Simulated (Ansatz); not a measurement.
The parent structure is InP in the wurtzite structure (space group P6_3mc, No. 186; a = 4.169 Å, c = 6.846 Å; a model cell, its experimental status unchecked). Axes: x lies along a and z along c of the hexagonal cell.

Method: r2SCAN (Ansatz, a first-principles code, PAW, no spin-orbit coupling).

Base values:

- Band gap: 1.10 eV
- Valence-band top at Γ: 0.00, 0.00, -0.11 eV

Now apply this change: uniaxial strain ε_zz = −0.85 %, all other strain components held at zero; the atoms relax in the strained cell.

Question: What does the calculation give for the band gap and valence-band top at Γ after the change?

Answer: The band gap rises by 0.08 eV (1.10 eV → 1.18 eV); the valence-band top at Γ (three highest levels, from the VBM) goes from 0.00, 0.00, -0.11 eV to 0.00, 0.00, -0.06 eV.

Whether these cells are dynamically stable was not tested. This is not the structure that InP has at room temperature and ambient pressure.
